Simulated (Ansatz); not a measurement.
Consider K in the bcc (W type) structure (space group Im-3m, No. 229; a = 5.2123 Å).

Computed with Ansatz (a quantum-chemistry and plane-wave program) PBEsol, spin-orbit coupling left out.

Base values:

The pressure comes out as 0.0 GPa.

Perturbation: every lattice vector is stretched by 4.38 %, atoms relaxed at fixed cell.

Problem. What does the calculation give for the energy relative to the base after the change?

Solution. The energy grows by 12 meV/atom.

Problem. What happens to the pressure?

Solution. The pressure goes from zero to -0.4 GPa.

The cells carry an imposed strain or load. Whether these cells are dynamically stable was not tested.
